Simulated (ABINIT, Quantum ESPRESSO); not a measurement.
An ABINIT input for a self-consistent single point of Be (P6_3/mmc, 4 atoms in the cell) (DFT, PBE, plane waves, norm-conserving pseudopotentials (PseudoDojo nc-sr-05 PBE standard)):

```
# Be, PseudoDojo nc-sr-05 PBE standard
pp_dirpath "./"
pseudos "Be.upf"
acell 4.2759787525 4.2759787525 13.7579904236
rprim
         1.0000000000   -0.0000000603    0.0000000000
        -0.4999999478    0.8660254339    0.0000000000
         0.0000000000    0.0000000000    1.0000000000
natom 4
ntypat 1
znucl 4
typat 1 1 1 1
xred
         0.0000000000    0.0000000000    0.0000000000
         0.0000000000    0.0000000000    0.5000000000
         0.3333333333    0.6666666667    0.2500000000
         0.6666666667    0.3333333333    0.7500000000
ecut 44 Ha
occopt 7
tsmear 0.2 eV
nband 13
kptopt 1
ngkpt 22 22 6
nshiftk 1
shiftk 0 0 0
nstep 50
tolvrs 1.0e-12
prtwf 0
prtden 0
prtvol 1
```

### Question
Write the same calculation as an input for Quantum ESPRESSO.

### Answer
This is the input that was run; spellings and numerical settings could be chosen otherwise.

```fortran
&control
    calculation = 'scf'
    prefix = 'scf'
    outdir = './work'
    pseudo_dir = './'
    tprnfor = .true.
    tstress = .true.
/
&system
    ibrav = 4
    A = 2.262750510
    C = 7.280415000
    nat = 4
    ntyp = 1
    ecutwfc = 40
    ecutrho = 200
    occupations = 'smearing'
    smearing = 'gauss'
    degauss = 0.0147
/
&electrons
    conv_thr = 1.0e-11
/
ATOMIC_SPECIES
Be     9.0122  be_pbe_v1.4.uspp.F.UPF
ATOMIC_POSITIONS crystal
Be    0.000000000    0.000000000    0.000000000
Be    0.000000000    0.000000000    0.500000000
Be    0.333333333    0.666666667    0.250000000
Be    0.666666667    0.333333333    0.750000000
K_POINTS automatic
22 22 6  0 0 0
```

Basis, cutoffs, solver keys and any potentials are the target program's own. This input uses DFT, PBE, plane waves, GBRV 1.5 ultrasoft (PBE) pseudopotentials. Both were run: pressure -1.82 GPa in ABINIT and -2.69 in Quantum ESPRESSO.

On Quantum ESPRESSO: the starting cell was generated: these elements placed on a structure prototype, without a prior relaxation; it need not be a known phase or ordering of this composition. Its lattice was rescaled by a random factor within 2.5 % of one.

On ABINIT: the starting cell was generated: these elements placed on a structure prototype, without a prior relaxation; it need not be a known phase or ordering of this composition. Its lattice was rescaled by a random factor within 2.5 % of one.
